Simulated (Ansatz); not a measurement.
Take WC (space group P-6m2, No. 187; relaxed with 0.1 eV smearing) as the base.

```xyz
2
Lattice="2.9131 0.0000 0.0000 -1.4565 2.5228 0.0000 0.0000 0.0000 2.8358" Properties=species:S:1:pos:R:3 pbc="T T T"
W      0.0000     0.0000     0.0000
C      1.4565     0.8409     1.4179
```

Cartesian axes are those of the cell as printed.

All numbers come from r2SCAN, PAW, 500 eV (Ansatz, an electronic-structure program; spin-orbit coupling left out), earlier PAW set.

Strains are applied to the cell and any free atomic positions relax; under biaxial strain the out-of-plane vector relaxes too.

One change was made to it. Results:

```json
[
 {"quantity": "pressure (mean of the normal stresses, compression positive)", "base": "0.0 GPa", "after": "16.8 GPa"},
 {"quantity": "shortest interatomic distance", "base": "2.200 Å", "after": "2.177 Å"},
 {"quantity": "band gap", "base": "zero", "after": "zero"}
]
```

Which change produced these results?
A) biaxial strain +3.71 %, plane normal [001], relaxed out of plane
B) biaxial strain −1.61 %, plane normal [001], relaxed out of plane
C) uniaxial strain ε_yy = −3.01 %
D) biaxial strain −2.47 %, plane normal [001], relaxed out of plane

D, biaxial strain −2.47 %, plane normal [001], relaxed out of plane. For comparison, the pressure in the other runs: uniaxial strain ε_yy = −3.01 % gives 12.7 GPa; biaxial strain +3.71 %, plane normal [001], relaxed out of plane gives -19.2 GPa; biaxial strain −1.61 %, plane normal [001], relaxed out of plane gives 10.5 GPa.

Whether these cells are dynamically stable was not tested. All final runs are without spin polarisation.
